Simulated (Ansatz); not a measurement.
## PbTe: response to strain

The parent structure is PbTe in the rock salt structure (space group Fm-3m, No. 225; a = 6.569 Å).

Strains are applied to the cell and any free atomic positions relax.

Method: PBE (Ansatz, an electronic-structure program; PAW; 420 eV plane waves; no spin-orbit coupling).

```csv
isotropic strain (%),pressure (GPa)
-3,4.3
-2,2.7
-1.5,?
-1,1.2
0,0.0
0.5,-0.6
1,-1.1
2,-2.0
2.5,-2.4
```

### Question
Fit P = P₀ − Bδ + Cδ² with δ = (1 + ε)³ − 1 to the rows shown and predict the withheld row.

### Answer
Least squares on the printed values gives P₀ = 0.0 GPa, B = 39.5 GPa, C = 114 GPa (largest residual 0.0 GPa); this predicts 1.9 GPa, and the run gives 1.9 GPa, in agreement.

Stability against distortions was not tested.
